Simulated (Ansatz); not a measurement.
BAs, response to strain

Base system: BAs in the zinc blende structure (space group F-43m, No. 216; a = 4.7679 Å). Axes: x, y, z lie along the cube axes.

Strains are applied to the cell and any free atomic positions relax.

Level of theory: Kohn–Sham DFT with the PBEsol functional, run in Ansatz (a first-principles code) with PAW and 420 eV plane waves, no spin-orbit coupling.

Candidates:
(a) tensor shear ε_xy = +1.14 %
(b) tensor shear ε_xy = +1.71 %
(c) tensor shear ε_xy = +1.43 %
(d) tensor shear ε_xy = +0.57 %

For the base:

| Quantity | Value |
|---|---|
| Band gap | 1.08 eV |

Question: Order them by band gap, highest first.

Answer: (d) tensor shear ε_xy = +0.57 % (1.02 eV), (a) tensor shear ε_xy = +1.14 % (0.93 eV), (c) tensor shear ε_xy = +1.43 % (0.87 eV), (b) tensor shear ε_xy = +1.71 % (0.82 eV)

Whether these cells are dynamically stable was not tested.
